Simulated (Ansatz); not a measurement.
# A computed series for PbTe: pressure series

Base system: PbTe in the rock salt structure (space group Fm-3m, No. 225; a = 6.534 Å).

Cell and atoms are relaxed at each pressure.

Method: r2SCAN (Ansatz, a first-principles code; PAW; 500 eV plane waves; no SOC).

```json
[
 {"case": "base", "width of the top valence band": "2.77 eV", "hole mass": "0.57 mₑ along k, 0.088 mₑ across (at L)", "shortest interatomic distance": "3.267 Å", "density": "7.97 g/cm³"},
 {"case": "pressure −2 GPa", "width of the top valence band": "2.45 eV", "hole mass": "0.64 mₑ along k, 0.11 mₑ across (at L)", "shortest interatomic distance": "3.326 Å", "density": "7.55 g/cm³"},
 {"case": "pressure −1 GPa", "width of the top valence band": "2.61 eV", "hole mass": "0.60 mₑ along k, 0.096 mₑ across (at L)", "shortest interatomic distance": "3.295 Å", "density": "7.77 g/cm³"},
 {"case": "pressure 0.9 GPa", "width of the top valence band": "2.90 eV", "hole mass": "0.54 mₑ along k, 0.081 mₑ across (at L)", "shortest interatomic distance": "3.245 Å", "density": "8.13 g/cm³"},
 {"case": "pressure 2.1 GPa", "width of the top valence band": "___", "hole mass": "___", "shortest interatomic distance": "___", "density": "___"},
 {"case": "pressure 4.5 GPa", "width of the top valence band": "3.36 eV", "hole mass": "0.45 mₑ along k, 0.062 mₑ across (at L)", "shortest interatomic distance": "3.173 Å", "density": "8.70 g/cm³"},
 {"case": "pressure 9 GPa", "width of the top valence band": "3.84 eV", "hole mass": "0.36 mₑ along k, 0.044 mₑ across (at L)", "shortest interatomic distance": "3.106 Å", "density": "9.28 g/cm³"},
 {"case": "pressure 15 GPa", "width of the top valence band": "4.38 eV", "hole mass": "0.25 mₑ along k, 0.028 mₑ across (at L)", "shortest interatomic distance": "3.037 Å", "density": "9.92 g/cm³"},
 {"case": "pressure 22.5 GPa", "width of the top valence band": "4.95 eV", "hole mass": "–", "shortest interatomic distance": "2.972 Å", "density": "10.59 g/cm³"},
 {"case": "pressure 30 GPa", "width of the top valence band": "–", "hole mass": "–", "shortest interatomic distance": "2.920 Å", "density": "11.16 g/cm³"}
]
```

Question: Fill in the withheld entries from the trend.

Answer: 
- pressure 2.1 GPa, width of the top valence band: 3.06 eV
- pressure 2.1 GPa, hole mass: 0.51 mₑ along k, 0.074 mₑ across (at L)
- pressure 2.1 GPa, shortest interatomic distance: 3.219 Å
- pressure 2.1 GPa, density: 8.34 g/cm³

Spin-orbit coupling, missing from the scalar runs, can matter with Pb and Te. The levels and masses belong to the bands next to the band gap. Load acts through the strain it causes; cell and atoms are relaxed under it. Masses are band curvatures over ±0.01 Å⁻¹ around the edge. Along k means along the line from Γ to the band edge. Stability against distortions was not tested. Competing high-pressure phases were not computed. All final runs are without spin polarisation.
